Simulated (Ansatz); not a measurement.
Start from VN in the rock salt structure (space group Fm-3m, No. 225; a = 4.117 Å).

Structures relaxed with Ansatz (a program for electronic structure) PBE, scalar-relativistic without spin-orbit coupling, earlier PAW set.

Base:

Simulated powder pattern, Co Kα, λ = 1.79026 Å (kinematic, ideal powder, no thermal factors, no anomalous dispersion; the 8 strongest lines at most, above 2 %, up to 2θ = 90°):

```
2θ (°)  I/Imax (%)    hkl
------  ----------  -----
44.25           74  (111)
51.55          100  (200)
75.90           56  (220)
```

After one change:

Simulated powder pattern, Co Kα, λ = 1.79026 Å (kinematic, ideal powder, no thermal factors, no anomalous dispersion; the 8 strongest lines at most, above 2 %, up to 2θ = 90°):

```tsv
2θ (°)	I/Imax (%)
41.11	100
47.83	66
69.96	45
84.48	46
89.20	17
```

Problem. Name the change that was made.
A. V → Nb
B. V → Ta
C. V → Be
D. N → I

Solution. B, V → Ta. Its volume per atom is 10.77 Å³ against 8.72 Å³, and its space group is Fm-3m (No. 225).

Other magnetic orders, which the real material may have, were not ruled out. No phonon test of stability was made. As relaxed here, BeN and VI are hypothetical phases, not in the database extracts checked. Starting moments died away, wholly or in part, for the base; another magnetic solution may exist. Spin-polarised in the final run: VI; the other runs are not. An odd electron count without spin: BeN. This is not the structure that TaN has at room temperature and ambient pressure.
